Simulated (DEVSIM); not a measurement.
Device: abrupt Si n-p junction, at 400 K.

```tsv
layer (left to right)	material	thickness (μm)	Nd (cm⁻³)	Na (cm⁻³)	τn (s)	τp (s)
1	Si	1.30	2e17	-	6.7e-5	6.7e-5
2	Si	5.80	-	6.3e17	6.7e-5	6.7e-5
```

Left contact: ohmic. Right contact: ohmic. Voltage is applied to the left contact. Recombination: SRH at mid-gap, radiative. Mobility is constant in doping.

This is a model device: material constants are rounded textbook-type values typed into the input, and sizes, dopings and lifetimes were drawn at random. Values at 300 K; Nc and Nv go as T^1.5, mobilities as T to minus their exponent, the gap by Varshni's rule with the affinity fixed.

```csv
parameter,Si
gap (eV),1.124
affinity (eV),4.05
permittivity,11.7
Nc (cm⁻³),2.86e19
Nv (cm⁻³),3.1e19
μn (cm²/Vs),1417
μp (cm²/Vs),470
T exponent of μn,2.3
T exponent of μp,2.2
B (cm³/s),4.7e-15
Varshni α (eV/K),0.000473
Varshni β (K),636
```

Model (solved in DEVSIM): 1D drift-diffusion, Boltzmann statistics, complete ionisation; no tunnelling, impact ionisation, image-force lowering or self-heating.

Task: Tabulate band edges, carrier densities and field at zero bias.

Result: Energies count from the Fermi level of the right contact; mesh points crowd at the junctions.

| x (μm) | Ec (eV) | Ev (eV) | n (cm⁻³) | p (cm⁻³) | field (V/cm) |
|---|---|---|---|---|---|
| 0.000 | 0.186 | -0.910 | 2.0e17 | 1.6e8 | ≈ 0 |
| 0.02566 | 0.186 | -0.910 | 2.0e17 | 1.6e8 | ≈ 0 |
| 0.07375 | 0.186 | -0.910 | 2.0e17 | 1.6e8 | ≈ 0 |
| 0.1752 | 0.186 | -0.910 | 2.0e17 | 1.6e8 | ≈ 0 |
| 0.4691 | 0.186 | -0.910 | 2.0e17 | 1.6e8 | ≈ 0 |
| 0.8693 | 0.186 | -0.910 | 2.0e17 | 1.6e8 | ≈ 0 |
| 1.100 | 0.186 | -0.910 | 2.0e17 | 1.6e8 | ≈ 0 |
| 1.234 | 0.197 | -0.900 | 1.5e17 | 2.2e8 | 9900 |
| 1.280 | 0.454 | -0.643 | 8.5e13 | 3.8e11 | 120000 |
| 1.303 | 0.805 | -0.292 | 3.2e9 | 1.0e16 | 150000 |
| 1.330 | 0.944 | -0.152 | 5.6e7 | 5.8e17 | 4900 |
| 1.419 | 0.947 | -0.149 | 5.1e7 | 6.3e17 | ≈ 0 |
| 1.562 | 0.947 | -0.149 | 5.1e7 | 6.3e17 | ≈ 0 |
| 1.868 | 0.947 | -0.149 | 5.1e7 | 6.3e17 | ≈ 0 |
| 2.841 | 0.947 | -0.149 | 5.1e7 | 6.3e17 | ≈ 0 |
| 4.316 | 0.947 | -0.149 | 5.1e7 | 6.3e17 | ≈ 0 |
| 5.769 | 0.947 | -0.149 | 5.1e7 | 6.3e17 | ≈ 0 |
| 6.470 | 0.947 | -0.149 | 5.1e7 | 6.3e17 | ≈ 0 |
| 6.866 | 0.947 | -0.149 | 5.1e7 | 6.3e17 | ≈ 0 |
| 7.000 | 0.947 | -0.149 | 5.1e7 | 6.3e17 | ≈ 0 |
| 7.062 | 0.947 | -0.149 | 5.1e7 | 6.3e17 | ≈ 0 |
| 7.100 | 0.947 | -0.149 | 5.1e7 | 6.3e17 | ≈ 0 |
